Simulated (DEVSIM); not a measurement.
Device: isotype n-n heterojunction Si/Ge, at 300 K.

Layer 1 from the left is Si, thickness (μm) 0.170, Nd (cm⁻³) 3.6e17, τn (s) 7.4e-6, τp (s) 7.4e-6. Layer 2 from the left is Ge, thickness (μm) 0.110, Nd (cm⁻³) 1.7e16, τn (s) 7.4e-6, τp (s) 7.4e-6.

Left contact: ohmic. Right contact: ohmic. Voltage is applied to the left contact. Recombination: SRH at mid-gap, radiative, Auger. Mobility is μmin + (μ − μmin)/(1 + (N/Nref)^α).

The device is made up for the run: typed textbook-type constants, with dimensions and the other settings drawn at random. Values at 300 K.

Si: gap (eV) 1.124, affinity (eV) 4.05, permittivity 11.7, Nc (cm⁻³) 2.86e19, Nv (cm⁻³) 3.1e19, μn (cm²/Vs) 1417, μp (cm²/Vs) 470, μn,min 52, μp,min 45, Nref,n 9.7e16, Nref,p 2.2e17, αn 0.68, αp 0.72, B (cm³/s) 4.7e-15, Cn (cm⁶/s) 2.8e-31, Cp (cm⁶/s) 9.9e-32. Ge: gap (eV) 0.664, affinity (eV) 4, permittivity 16, Nc (cm⁻³) 1.04e19, Nv (cm⁻³) 6e18, μn (cm²/Vs) 3900, μp (cm²/Vs) 1900, μn,min 150, μp,min 100, Nref,n 2.6e17, Nref,p 4e17, αn 0.56, αp 0.6, B (cm³/s) 6.4e-14, Cn (cm⁶/s) 1e-31, Cp (cm⁶/s) 1e-31.

Simulated with DEVSIM: 1D drift-diffusion, Boltzmann statistics, complete ionisation; no tunnelling, impact ionisation, image-force lowering or self-heating. Band offsets follow the typed affinities; no thermionic-emission limit at abrupt steps, no polarisation charge.

Question: What does the simulation give for the potential step across the device at zero bias?

Answer: potential step across the device at zero bias 0.003 V.
